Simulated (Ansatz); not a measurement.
Results of rVV10 (Ansatz, a program for electronic structure, PAW) for cubic perovskite BaLiF₃.

Run with plane-wave cutoff 520 eV, 8×8×8 k mesh, Fermi–Dirac smearing 0.01 eV, scalar-relativistic PAW data made under PBE.

The cell is scaled about its equilibrium volume:

| V (Å³/atom) | P (GPa) | direct gap at Γ (eV) |
|---|---|---|
| 12.092 | 5.61 | 6.749 |
| 12.349 | 3.52 | 6.714 |
| 12.606 | 1.66 | 6.677 |
| 12.864 | 0.00 | 6.640 |
| 13.121 | -1.49 | 6.602 |
| 13.378 | -2.81 | 6.564 |
| 13.636 | -4.00 | 6.525 |

A straight line through the gaps at Γ against ln V gives a volume deformation potential dE_g(Γ)/d ln V of -1.9 eV: the gap at Γ widens under compression.

Note: the relaxation could not lower the start's symmetry, so the cell can be a saddle point above a distorted one.

Spin–orbit coupling is not included.
